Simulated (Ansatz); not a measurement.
Cost and result by functional for the surface energy of the (11-22) surface of hcp Be in its 1x1 cell, outermost plane spacing 0.96 Å in the ideal cut, in Ansatz (plane waves, PAW). Single points on the PBE structure, on one kind of machine; costs are rough ratios of the slab run's core time (references not counted) to the cheapest single point. r2SCAN's cost holds its higher cutoff (500 against 420 eV). Differences are taken against r2SCAN for comparison alone: no measured value is at hand, so the table doesn't rank accuracy.

Set-up: 22 atoms, 9.6 Å thick at the start (thin: gaps and levels are the slab's own); mesh 10x9x1; 0.1 eV smearing; dipole correction on; all atoms relaxed; start symmetry kept, larger cells not searched; no spin, no spin-orbit, no U. These notes are the PBE run's.

```
functional                     relative cost  surface energy (J/m²)  less r2SCAN (J/m²)
-----------------------------  -------------  ---------------------  ------------------
RPBE                                       1                   2.33               -0.25
PBEsol                                     1                   2.65                0.08
LDA                                        1                   2.74                0.17
r2SCAN                                     2                   2.58                0.00
PBE (the relaxed run's value)              –                   2.47               -0.10
```

The values span 0.41 J/m², while the single points' costs differ by a factor of roughly 2. Differences are of unrounded values.

Ansatz is a first-principles code.
